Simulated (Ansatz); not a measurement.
# BeTe (model structure, started from the GeS type, P4/nmm, No. 129, 8 atoms in the cell): equilibrium volume per atom by level of theory

No measured value is used here.

Question: Put these levels in order of the equilibrium volume per atom that they give for BeTe (model structure, started from the GeS type, P4/nmm, No. 129, 8 atoms in the cell), smallest first: PBE (Ansatz, a program for electronic structure), PBE-D3(BJ) (Ansatz), PBEsol (Ansatz).

Answer: PBE-D3(BJ) (22.46 Å³/atom), PBEsol (23.58 Å³/atom), PBE (28.10 Å³/atom)

Ansatz's density-functional and Hartree–Fock values are scalar-relativistic unless marked +SOC, with PAW data made under PBE.

A model structure was made by putting elements into a prototype or built by hand; it is no filed structure, need not be a known phase, and can be a saddle point held by its symmetry.
